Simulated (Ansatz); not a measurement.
Electronic density of states of amorphous Si$_{30}$N$_{41}$Li$_{3}$, density 2.81 g/cm³, on a 2×2×2 Γ-centred mesh with a Gaussian width of 0.1 eV; energies count from the Fermi level, whose place inside the gap is arbitrary. Cell and mesh are small, so fine structure isn't converged. Method: PBE, scalar-relativistic without spin-orbit coupling (plane waves to 420 eV, PAW; Ansatz, a program for electronic structure). Sampling: a 2×2×2 Γ-centred mesh; Fermi-Dirac width 0.02 eV; no spin polarisation. At PBE the levels at both edges of the gap are localised (band-tail or defect states), and the nearest spread-out levels lie 3.3 eV apart at the zone centre.

It comes from a melt-quench run on a machine-learned potential (CHGNet), relaxed afterwards by DFT. N atoms were pushed apart under 1.9 Å during the dynamics, to hinder bonds among them. The hot cell started wider than the set density and was brought back towards it in steps. It is the lowest in DFT energy of 2 quenches. It is a model cell: composition and starting density were chosen by hand, and all elements were melted together. No dispersion term was used. Its density started from a set value of 2.92 and ended at 2.81 g/cm³. The quench (nominally 300 K/ps over its main leg) was far faster than any real one, so the model tends to hold more defects than a real film. A cell of this size samples the disorder only roughly. Volume and shape were free in the relaxation.

(E - EF (eV), states/(eV atom)): (-12.00, 0.00); (-11.90, 0.00); (-11.80, 0.00); (-11.70, 0.00); (-11.60, 0.00); (-11.50, 0.00); (-11.40, 0.00); (-11.30, 0.00); (-11.20, 0.01); (-11.10, 0.05); (-11.00, 0.08); (-10.90, 0.08); (-10.80, 0.10); (-10.70, 0.13); (-10.60, 0.14); (-10.50, 0.13); (-10.40, 0.13); (-10.30, 0.18); (-10.20, 0.27); (-10.10, 0.26); (-10.00, 0.17); (-9.90, 0.21); (-9.80, 0.28); (-9.70, 0.29); (-9.60, 0.26); (-9.50, 0.27); (-9.40, 0.28); (-9.30, 0.27); (-9.20, 0.28); (-9.10, 0.23); (-9.00, 0.20); (-8.90, 0.20); (-8.80, 0.23); (-8.70, 0.22); (-8.60, 0.21); (-8.50, 0.22); (-8.40, 0.20); (-8.30, 0.16); (-8.20, 0.20); (-8.10, 0.25); (-8.00, 0.25); (-7.90, 0.27); (-7.80, 0.29); (-7.70, 0.26); (-7.60, 0.28); (-7.50, 0.36); (-7.40, 0.33); (-7.30, 0.34); (-7.20, 0.39); (-7.10, 0.36); (-7.00, 0.35); (-6.90, 0.41); (-6.80, 0.41); (-6.70, 0.39); (-6.60, 0.40); (-6.50, 0.37); (-6.40, 0.35); (-6.30, 0.36); (-6.20, 0.42); (-6.10, 0.49); (-6.00, 0.45); (-5.90, 0.44); (-5.80, 0.47); (-5.70, 0.50); (-5.60, 0.47); (-5.50, 0.44); (-5.40, 0.41); (-5.30, 0.45); (-5.20, 0.47); (-5.10, 0.42); (-5.00, 0.41); (-4.90, 0.43); (-4.80, 0.43); (-4.70, 0.43); (-4.60, 0.43); (-4.50, 0.43); (-4.40, 0.41); (-4.30, 0.41); (-4.20, 0.41); (-4.10, 0.38); (-4.00, 0.35); (-3.90, 0.38); (-3.80, 0.42); (-3.70, 0.44); (-3.60, 0.43); (-3.50, 0.40); (-3.40, 0.45); (-3.30, 0.46); (-3.20, 0.43); (-3.10, 0.48); (-3.00, 0.45); (-2.90, 0.45); (-2.80, 0.44); (-2.70, 0.44); (-2.60, 0.46); (-2.50, 0.44); (-2.40, 0.47); (-2.30, 0.46); (-2.20, 0.41); (-2.10, 0.40); (-2.00, 0.41); (-1.90, 0.41); (-1.80, 0.33); (-1.70, 0.23); (-1.60, 0.24); (-1.50, 0.24); (-1.40, 0.23); (-1.30, 0.22); (-1.20, 0.19); (-1.10, 0.07); (-1.00, 0.01); (-0.90, 0.00); (-0.80, 0.00); (-0.70, 0.00); (-0.60, 0.00); (-0.50, 0.00); (-0.40, 0.00); (-0.30, 0.00); (-0.20, 0.00); (-0.10, 0.00); (0.00, 0.00); (0.10, 0.00); (0.20, 0.00); (0.30, 0.00); (0.40, 0.00); (0.50, 0.00); (0.60, 0.00); (0.70, 0.00); (0.80, 0.00); (0.90, 0.00); (1.00, 0.00); (1.10, 0.03); (1.20, 0.11); (1.30, 0.11); (1.40, 0.02); (1.50, 0.01); (1.60, 0.04); (1.70, 0.10); (1.80, 0.10); (1.90, 0.06); (2.00, 0.06); (2.10, 0.04); (2.20, 0.06); (2.30, 0.10); (2.40, 0.14); (2.50, 0.15); (2.60, 0.15); (2.70, 0.19); (2.80, 0.21); (2.90, 0.22); (3.00, 0.20); (3.10, 0.19); (3.20, 0.23); (3.30, 0.25); (3.40, 0.30); (3.50, 0.30); (3.60, 0.33); (3.70, 0.34); (3.80, 0.31); (3.90, 0.32); (4.00, 0.36); (4.10, 0.36); (4.20, 0.34); (4.30, 0.37); (4.40, 0.34); (4.50, 0.40)

The gap between localised states on this mesh is 2.33 eV; the broadening fills part of it in the curve.
